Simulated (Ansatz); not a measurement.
# Pt: stress against strain

Pt (fcc, Fm-3m, 14.777 Å³/atom at rest) under an equal strain ε in the (001) plane with the normal axis free, as in a coherent film. LDA in Ansatz, a plane-wave DFT program (PAW, default set), 420 eV, 29×29×29 Γ-centred mesh, Fermi-Dirac smearing 0.10 eV; ions are relaxed within the symmetry of each cell. Stress is positive for a compressed cell.

Here s stands for strain and y for stress xx.

```csv
strain (%),stress xx (GPa)
-3.00,?
-1.50,4.74
-1.00,3.01
-0.50,1.43
0.00,0.00
0.50,-1.29
1.00,-2.46
1.50,-3.49
```

Question: Using a straight line, estimate the missing y at s = -3.00 from the other rows, showing the fit.

Answer: Means: s 0, y 0.277. About the means, the sum of products is -19.175 and the sum of squares of s is 7.0000; the slope is their ratio. Least squares gives y = 0.277 - 2.7393·s. Residuals (row less fit): 0.354, -0.006, -0.217, -0.277, -0.197, 0.002, 0.342; standard error 0.285 (degrees of freedom: 5). The slope gives the biaxial elastic modulus of this plane = 274 ± 11 GPa. At the withheld row, y = 0.277 - 2.7393 × (-3.0) = 8.495 GPa. The calculation gives 10.67 GPa, 2.175 GPa above the prediction (15.4 % of the range of y in the table). The row lies outside the fitted rows, so this is an extrapolation. From the scatter of the fitted rows alone, a prediction at this place has a standard error of 0.443 GPa, so the miss is 4.9 times that.

One order more, fitted to all 13 runs of the series, follows each within 0.03, so the miss is the next term of a smooth law. In a metal these values are sensitive to mesh and smearing; energies are taken to zero smearing, stresses follow the free energy. Rows are the converged runs of the series near zero and its far end; series whose fitted rows scatter by over a few per cent of the range, as at a crossing or softening among them, aren't shown in this form. Most that stay on the fit to the last digits aren't either.
